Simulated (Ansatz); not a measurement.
Worked example: relaxation of the atoms of Be2Ag (R3m, 6 atoms in the cell) in Ansatz (a first-principles code).

Computed with LDA (PW92), default PAW files made with PBE (plane waves; Ansatz).

The change in words: one atom moved by 0.15 angstrom; relax: default → atoms; relax.f_tol: default → 0.02 eV/Å. Reference geometry:
```yaml
crystal:
  lattice:
    - [0.00000, 3.18048, 3.18048]
    - [3.18048, 0.00000, 3.18048]
    - [3.18048, 3.18048, 0.00000]
  atoms:
    - { symbol: Be, position: [0.62500, 0.62500, 0.12500] }
    - { symbol: Be, position: [0.62500, 0.12500, 0.62500] }
    - { symbol: Be, position: [0.62500, 0.62500, 0.62500] }
    - { symbol: Be, position: [0.12500, 0.62500, 0.62500] }
    - { symbol: Ag, position: [0.25000, 0.25000, 0.25000] }
    - { symbol: Ag, position: [0.00000, 0.00000, 0.00000] }
```

Reference input (self-consistent single point, DFT, LDA (PW92), plane waves, default PAW files made with PBE): basis.ecutwfc = 420 eV; kpoints.mp_grid.grid = 9 9 9; hamiltonian.xc = lda; hamiltonian.pseudopotentials = {kind: paw} (the program's default PAW files); scf.occupations.method = fermi_dirac; scf.occupations.width = 0.1 eV. This run's input differs from it in these lines:

```diff
@@ -9,3 +9,3 @@
     - { symbol: Be, position: [0.625000, 0.125000, 0.625000] }
-    - { symbol: Be, position: [0.625000, 0.625000, 0.625000] }
+    - { symbol: Be, position: [0.638615, 0.638615, 0.638615] }
     - { symbol: Be, position: [0.125000, 0.625000, 0.625000] }
@@ -22,2 +22,4 @@
   occupations: { method: fermi_dirac, width: 0.1 }
+relax:
+  f_tol: 0.02
 output:
```

Log, with long lists cut:

```
   [... SCF lines of the steps left out ...]
relax step   1: F+E_penalty+E_count = -15269.31488876 eV  Δ(F+E_penalty+E_count) = +0.000e0 eV  max|allowed force component| = 8.053e-1 eV/Å  Δτ_max = 0.0000 Å  (6 SCF iters, dr2 threshold 1.00e-5 eV, accepted)
relax step   2: F+E_penalty+E_count = -15269.40723151 eV  Δ(F+E_penalty+E_count) = -9.234e-2 eV  max|allowed force component| = 2.278e-1 eV/Å  Δτ_max = 0.0941 Å  (5 SCF iters, dr2 threshold 4.05e-5 eV, accepted)
relax step   3: F+E_penalty+E_count = -15269.41838026 eV  Δ(F+E_penalty+E_count) = -1.115e-2 eV  max|allowed force component| = 3.194e-3 eV/Å  Δτ_max = 0.0310 Å  (5 SCF iters, dr2 threshold 3.24e-6 eV, accepted)
relax step   4: F+E_penalty+E_count = -15269.41838043 eV  Δ(F+E_penalty+E_count) = -1.661e-7 eV  max|allowed force component| = 3.034e-3 eV/Å  Δτ_max = 0.0000 Å  (3 SCF iters, accepted)
the relaxation is at rest under the 6 symmetry operations that the run kept from its start: a minimum is not shown …
Stability not checked: this state was not tested for a lower state beside it, because too few of the mixer's solves of this state at the end of the SCF gave a …
Free energy (F): -15269.418380 eV
Internal energy: -15269.390593 eV  (E = F + TS)
E sigma→0 (E₀):  -15269.404487 eV
Entropy (-TS):   -0.027787 eV (-4.631 meV/atom)
Fermi energy:    13.321521 eV
--- Forces (eV/Å), atoms counted from 1 ---
  atom   1  Be     0.00112546     0.00112546     0.00305242
   [... lines left out ...]
    - { symbol: Be, position: [0.6272615641174808, 0.6272615641174808, 0.6272615641174808] }
    - { symbol: Be, position: [0.12726271288366486, 0.627206297867354, 0.627206297867354] }
    - { symbol: Ag, position: [0.2523440151058702, 0.2523440151058702, 0.2523440151058702] }
    - { symbol: Ag, position: [0.0023341121582758756, 0.0023341121582758756, 0.0023341121582758765] }
```

The run converged.  The full log also holds: “iter 5 did not close the SCF: its close was put off for the readings that it lacked (scf_convergence_deferred on its scf_iter line)”.

Summary of the result:
* **Free energy E − TS (on the zero of these files)**: -15269.4184 eV
* **Fermi level (on the code's own zero)**: 13.32 eV
* **Pressure**: -5.80 GPa
* **Largest force (vector length)**: 0.004 eV/Å
* **Relaxation steps**: 4

The starting cell comes from a database of computed structures (which also holds hypothetical and non-ambient phases and stackings), without a prior relaxation at this level. Its lattice was rescaled by up to half a per cent. For this run, on top of that: one atom moved by 0.15 angstrom. The relaxation keeps the symmetry of its start, so its end need not be a minimum. Ansatz's pressure includes its estimate of the finite-basis (Pulay) stress.

Cost on one core of a shared machine: roughly 60 s.

Keys are those of Ansatz 0.2.
